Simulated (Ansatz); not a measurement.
Data:

```yaml
crystal:
  lattice:
    - [3.95185, 0.00000, 0.00000]
    - [0.00000, 3.95185, 0.00000]
    - [0.00000, 0.00000, 3.95185]
  atoms:
    - { symbol: Sc, position: [0.00000, 0.00000, 0.00000] }
    - { symbol: Pt, position: [0.50000, 0.50000, 0.00000] }
    - { symbol: Pt, position: [0.00000, 0.50000, 0.50000] }
    - { symbol: Pt, position: [0.50000, 0.00000, 0.50000] }
```

All values below come from PBEsol, DFPT electron-phonon coupling, linearised Boltzmann equation (plane waves, PAW, scalar-relativistic; Ansatz, a program for electronic structure). How the cell was made: relaxed with this functional, without spin-orbit coupling.

Problem. Predict the intrinsic resistivity at 300 K.

Solution. 14.2 μΩ·cm.

Problem. How long is the mean free path there?

Solution. 9.4 nm, weighted by the current that each state carries. Wires not much wider than this gain resistivity from their walls.

A metal at this level (no band gap). Only scattering by harmonic phonons is included (no impurities, grain boundaries, electron-electron scattering or thermal expansion). Spin-orbit coupling is left out, which matters with elements this heavy. Halving the electron mesh (20x20x20) moves the resistivity by up to 6 % at 300 K, the mean free path by up to 6 %. Smearing 0.20 eV; phonons on a 4x4x4 q mesh, which this run doesn't test.

Formula and space group known from diffraction (Crystallography Open Database), not checked to be the room-temperature form: ScPt3 (Pm-3m).
